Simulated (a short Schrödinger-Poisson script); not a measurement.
# MOS inversion layer, Si3N4 on p-type Si(100)

Structure: MOS inversion layer, Si3N4 on p-type Si(100), at 400 K.

```csv
layer,material,thickness (nm),Na (cm⁻³)
1,Si3N4,5.3,-
2,Si,390,1.2e18
```

Constants are typed, rounded textbook-type inputs, not results; the design itself was drawn at random and stands for no fabricated device. Si3N4: permittivity 7.5, conduction-band edge (eV) 1.95, gap (eV) 5.1, electron mass (mₑ) 0.5. Si: permittivity 11.7, conduction-band edge (eV) 0, gap (eV) 1.124, Nv at 300 K (cm⁻³) 3.1e19.

Channel valleys (confinement mass, in-plane density-of-states mass, number): Δ2 0.916, 0.19, 2; Δ4 0.19, 0.417, 4. At the gate the conduction-band edge of layer 1 lies 2.54 eV − eVg above the Fermi level of the channel; the field vanishes at the back. Gaps are held at their typed values at every temperature. Mesh 0.03 nm at interfaces.

Solved with a short Schrödinger-Poisson script written for these runs: 1D Poisson equation in equilibrium, electrons quantum, Hartree (BenDaniel-Duke, 12 states a valley, the channel's in-plane mass for all, wave functions free to enter the dielectric), parabolic valleys, classical holes, full ionisation, no traps, pinning or gate leakage.

```csv
Vg (V),electrons (cm⁻²),C (μF/cm²),Δ2 E0 (meV),Δ2 E1 (meV),Δ4 E0 (meV),Δ4 E1 (meV)
0.6,1.29e7,0.310,473.5,546.8,524.4,643.4
0.65,3.57e7,0.303,437.8,512.9,489.8,611.9
0.7,9.97e7,0.296,401.8,478.6,454.8,580.0
0.75,2.81e8,0.290,365.5,443.9,419.4,547.5
0.8,8.00e8,0.286,328.8,408.9,383.7,514.7
0.85,2.29e9,0.284,292.1,373.6,347.8,481.5
0.9,6.56e9,0.289,255.3,338.4,311.9,448.3
0.95,1.85e10,0.314,219.1,303.6,276.5,415.4
1,4.95e10,0.376,184.7,270.7,242.9,384.2
1.05,1.18e11,0.488,154.1,241.5,213.2,356.7
1.1,2.40e11,0.622,129.1,217.9,189.0,334.4
1.15,4.15e11,0.737,109.6,199.9,170.3,317.5
1.2,6.32e11,0.822,94.5,186.2,156.1,304.7
1.25,8.77e11,0.881,82.5,175.6,144.9,294.9
1.3,1.14e12,0.924,72.7,167.2,135.9,287.2
1.35,1.42e12,0.956,64.4,160.3,128.4,280.9
1.4,1.72e12,0.980,57.2,154.5,122.0,275.7
1.45,2.02e12,0.999,50.9,149.6,116.5,271.3
1.5,2.33e12,1.01,45.3,145.3,111.7,267.5
1.55,2.64e12,1.03,40.2,141.6,107.4,264.2
1.6,2.96e12,1.04,35.6,138.3,103.5,261.3
```

Subbands count from the Fermi level.
